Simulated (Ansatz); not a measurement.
Base system: MgS in the rock salt structure (space group Fm-3m, No. 225; a = 5.1292 Å).

Level of theory: plane-wave PAW DFT at the LDA level (Ansatz, a program for electronic structure, 420 eV), no spin-orbit coupling.

Strains are applied to the cell and any free atomic positions relax.

One change was made to it. Results:

| quantity | base | after |
|---|---|---|
| hole mass (degenerate bands, along [100]) | 0.25, 0.89, 0.89 mₑ (at Γ) | 0.27, 0.80, 0.80 mₑ (at Γ) |
| smallest direct gap | 3.83 eV | 4.62 eV |
| electron mass | 0.53 mₑ along k, 0.28 mₑ across (at X) | 0.55 mₑ along k, 0.29 mₑ across (at X) |
| gap character | indirect, Γ → X | indirect, Γ → X |
| pressure | 0.00 GPa | 9.16 GPa |

Q: Name the change that was made.
(A) isotropic strain −2.50 %
(B) isotropic strain −3.00 %
(C) isotropic strain −2.00 %
(D) isotropic strain +0.50 %

A: B, isotropic strain −3.00 %. For comparison, the electron mass in the other runs: isotropic strain −2.00 % gives 0.54 mₑ along k, 0.29 mₑ across (at X); isotropic strain −2.50 % gives 0.54 mₑ along k, 0.29 mₑ across (at X); isotropic strain +0.50 % gives 0.53 mₑ along k, 0.28 mₑ across (at X).

Masses are band curvatures over ±0.01 Å⁻¹ around the edge. Along k means along the line from Γ to the band edge. Stability against distortions was not tested.
